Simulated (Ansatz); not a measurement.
The cell is built on a prototype and need not be the phase stable at ambient conditions.

By PBEsol, the system below comes out a metal.

The ballistic (Sharvin) conductance counts the channels at the Fermi level: G/A = (e²/h) × channels of both spins per area.

Input:

```yaml
crystal:
  lattice:
    - [2.90056, 0.00000, 0.00000]
    - [0.00000, 2.90056, 0.00000]
    - [0.00000, 0.00000, 2.90056]
  atoms:
    - { symbol: Be, position: [0.00000, 0.00000, 0.00000] }
    - { symbol: Ag, position: [0.50000, 0.50000, 0.50000] }
```

Space group of this cell: Pm-3m, CsCl type. The cell was relaxed by PBE-D3(BJ); by PBEsol its mean pressure is 1.3 GPa.

The current flows along the normal of the first two printed cell vectors. No spin-orbit coupling; the value is a mean over 0.1 eV about the Fermi level.

State the ballistic conductance per area according to PBEsol in Ansatz (an electronic-structure program).

0.98 × 10¹⁵ S/m² for both spins.
